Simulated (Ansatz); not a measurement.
## TaGe (model structure, started from the NiAs type, P6₃/mmc, No. 194, 4 atoms in the cell): properties by level of theory

```
level (code)         lattice constant a (Å)  c axis length (Å)
-------------------  ----------------------  -----------------
PBE (Ansatz)                            [?]              8.262
PBEsol (Ansatz)                       3.046              8.191
PBE-D3(BJ) (Ansatz)                   3.044                [?]
```

**Question.** Some entries are withheld; supply them.

**Answer.** 
- PBE (Ansatz, a first-principles code), lattice constant a (Å): 3.085
- PBE-D3(BJ) (Ansatz), c axis length (Å): 8.224

Ansatz's density-functional and Hartree–Fock values are scalar-relativistic unless marked +SOC, with PAW data made under PBE.

A model structure was made by putting elements into a prototype or built by hand; it is no filed structure, need not be a known phase, and can be a saddle point held by its symmetry.
